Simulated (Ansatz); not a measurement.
AlN under load (space group P6_3mc), PBE with spin-orbit coupling, rigid bands (Ansatz, a program for electronic structure). Condition of this run: biaxial stress in the c plane of 9 GPa (compression positive) (the target of the relaxation). Band gap 4.50 eV, N_c = 4.46e18 cm⁻³ and N_v = 2.58e20 cm⁻³ at 300 K, conductivity masses along z (a = (3.06, 0.00, 0.00) Å; b = (-1.53, 2.65, 0.00) Å; c = (0.00, 0.00, 5.04) Å) of 0.294 mₑ (electrons) and 3.13 mₑ (holes). Take k_BT = 0.02585 eV.

**Question.** Find the intrinsic carrier density and the intrinsic Fermi level.

**Answer.** n_i = √(N_c N_v) exp(−E_g/2k_BT) = 3.39e19 × exp(−87.03) = 5.4e-19 cm⁻³. The level lies (k_BT/2) ln(N_v/N_c) = 52 meV from mid-gap (positive towards the conduction band). Each 0.1 eV added to the gap lowers n_i by a factor of 6.9.

**Question.** What thermal injection velocity √(2k_BT/πm) limits a ballistic channel along the direction named?

**Answer.** 9.92e6 cm/s for electrons and 3.04e6 cm/s for holes, a ratio of √(m_h/m_e) = 3.26, for dilute carriers.

**Question.** A film of it is 5 nm thick, with its normal along the direction named. Estimate the confinement energies in an infinite well.

**Answer.** ħ²π²/(2m t²) = 0.376 eV·nm²/(m/mₑ × t²) gives 51.2 meV for electrons and 4.81 meV for holes, so the gap would widen to about 4.56 eV. Finite barriers and nonparabolic bands lower this, and with several valleys or bands the heaviest mass along the normal sets the lowest level, not this average.

Rigid bands with the computed gap; masses take one relaxation time for all states. Geometry: cell and atoms relaxed with PBEsol.
